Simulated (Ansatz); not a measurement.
Take WTe$_{2}$ (space group P4_2/mnm, No. 136; a = 6.6512 Å, c = 3.6763 Å; a hypothetical phase, not in the database extracts checked) as the base.

(Cell as relaxed with PBE.)

Levels (all Ansatz, a program for electronic structure, PAW): PBE (420 eV, without spin-orbit coupling); PBEsol (420 eV, without spin-orbit coupling).

Each level relaxes its own structure.

| quantity | PBE | PBEsol |
|---|---|---|
| volume per atom | 27.11 Å³ | 25.94 Å³ |
| lattice parameter a | 6.651 Å | 6.596 Å |
| lattice parameter c | 3.676 Å | 3.577 Å |
| band gap | zero | zero |

PBE's volume per atom lies 1.164 Å³ above PBEsol's (4.5 %); PBE's lattice parameter a lies 0.055 Å above PBEsol's (0.8 %); PBE's lattice parameter c lies 0.099 Å above PBEsol's (2.8 %); the two agree on the band gap. Neither level is exact; PBEsol is the comparison here, not a measurement.

No phonon test of stability was made. All final runs are without spin polarisation. WTe2 has a high density of states at the Fermi level and may be magnetic at this level.
